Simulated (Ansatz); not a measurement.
The reference is CdSe in the zinc blende structure (space group F-43m, No. 216; a = 6.133 Å). Axes: x, y, z lie along the cube axes.

All numbers come from r2SCAN/PAW in Ansatz (a first-principles code), no spin-orbit coupling.

Before the change:

| Quantity | Result |
|---|---|
| Electron mass | 0.093 mₑ (at Γ) |
| Pressure | 0.01 GPa |
| Valence-band top at Γ | 0.00, 0.00, 0.00 eV |

Modification: biaxial strain −0.50 %, plane normal [001], relaxed out of plane (Cartesian); in-plane vectors clamped, the third vector and the atoms free.

### Question
What happens to the electron mass, pressure, out-of-plane strain and valence-band top at Γ?

### Answer
The electron mass remains 0.093 mₑ (at Γ); the pressure (mean of the normal stresses, compression positive) goes up by 0.14 GPa (0.01 GPa → 0.15 GPa); the out-of-plane strain amounts to +0.73 %; the valence-band top at Γ (three highest levels, from the VBM) becomes 0.00, 0.00, -0.04 eV (base: 0.00, 0.00, 0.00 eV).

The levels and masses belong to the bands next to the band gap. Effective masses come from finite differences of ±0.01 Å⁻¹. No phonon test of stability was made.
